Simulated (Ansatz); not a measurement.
## A computed series for SnSe2: response to strain

The reference is SnSe2 in the CdI2 type structure (space group P-3m1, No. 164; layered, stacked along the Cartesian z axis).

```
CELL_PARAMETERS angstrom
      3.82584     0.00000     0.00000
     -1.91292     3.31327     0.00000
      0.00000     0.00000     6.23092
ATOMIC_POSITIONS crystal
  Sn 0.00000 0.00000 0.00000
  Se 0.33333 0.66667 0.25294
  Se 0.66667 0.33333 0.74706
```

Cartesian axes are those of the cell as printed.

Strains are applied to the cell and any free atomic positions relax; under biaxial strain the out-of-plane vector relaxes too.

All numbers come from r2SCAN+rVV10, PAW, 500 eV (Ansatz, a first-principles code; no SOC).

```tsv
biaxial strain, plane normal [001], relaxed out of plane (%)	out-of-plane strain (%)
0	0.00
0.13	-0.08
1.02	-0.94
1.53	?
3.73	-4.00
```

### Question
Fit ε⊥ = −νε + γε² (strains in %) to the rows shown and predict the withheld row.

### Answer
Least squares on the printed values gives ν = 0.86 (the biaxial Poisson response) and γ = -0.058 (largest residual 0.03 %); this predicts -1.45 %, and the run gives -1.44 %, in agreement.

No phonon test of stability was made.
